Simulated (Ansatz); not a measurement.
PbI₂ (P6₃mc, No. 186, 12 atoms in the cell; start mp-567542) was calculated with PBE0 in Ansatz (PAW).

Settings: plane-wave cutoff 500 eV, 6×6×1 k mesh (along the axes of the cell as run), gaussian smearing 0.02 eV, scalar-relativistic PAW data made under PBE.

Cell (relaxed with PBEsol):

```xyz
12
Lattice="4.5413 0.0000 0.0000 -2.2706 3.9328 0.0000 0.0000 0.0000 28.3449" Properties=species:S:1:pos:R:3 pbc="T T T"
Pb     0.0000     2.6219    21.2618
Pb     2.2706     1.3109     7.0894
Pb     0.0000     2.6219    -0.0030
Pb     2.2706     1.3109    14.1694
I      0.0000     2.6219     5.2277
I      2.2706     1.3109    19.4001
I      0.0000     0.0000    23.1241
I      0.0000     0.0000     8.9517
I      0.0000     0.0000     1.8584
I      0.0000     0.0000    16.0308
I      2.2706     1.3109    26.4793
I      0.0000     2.6219    12.3069
```

### Question
Estimate the band gap that the calculation returns.

### Answer

- band gap: 3.60 eV (on the SCF k mesh)

Note: cell and atoms aren't relaxed at this level (pressure 1.2 GPa).

Spin–orbit coupling is not included; with these elements it can move the gap by several tenths of an eV or more.

A start named mp-… is a Materials Project structure, which need not be a measured phase.

Ansatz is a program for electronic structure.
